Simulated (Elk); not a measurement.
Elk is run on YbS (Fm-3m, 2 atoms in the cell), and the run fails. The aim is a self-consistent single point with DFT, LDA (PW92), all-electron FP-LAPW, Elk's shipped species files, APW+lo basis with extra local orbitals.

Cell that was meant: a = 4.0049 Å, b = 4.0049 Å, c = 4.0049 Å, α = 60.00°, β = 60.00°, γ = 60.00°.

Part of the input:

```

atoms
  2
  'yb.in'
  1
  0.5000000000  0.5000000000  0.5000000000    0.0 0.0 0.0
  'S.in'
```

The program printed (abridged):

```
│ Elk code version 10.2.4 started │

Error(readspecies): error opening species file species/yb.in
```

Q: From the messages shown, name the fault and mend the input.

A: The fault is a potential or basis that cannot be found (species file name in the wrong case). The input names a file or set that is not where the program looks, or that does not exist under that name. To fix it, correct the name or place the file. The program stopped before any SCF iteration.

An input that runs soundly differs in these lines (not the only fix; some lines may just follow from the change or write a value another way):
```diff
-  'yb.in'
+  'Yb.in'
```

With that input, the run converged in 20 iterations: total energy -393625.2854 eV; Fermi level (on the code's own zero) 6.98 eV (DFT, LDA (PW92), all-electron FP-LAPW, Elk's shipped species files, APW+lo basis with extra local orbitals).

On the sound input: the starting cell comes from a database of computed structures (which also holds hypothetical and non-ambient phases and stackings), without a prior relaxation at this level. Spin polarisation is off, so a magnetic state, if there is one, cannot be reached. The f electrons are in the valence without U or exact exchange, which can misplace them near the Fermi level. Spin-orbit terms, which matter for f shells, are left out. Values depend on the basis (sphere radii, cutoffs, local orbitals), which need not be converged.
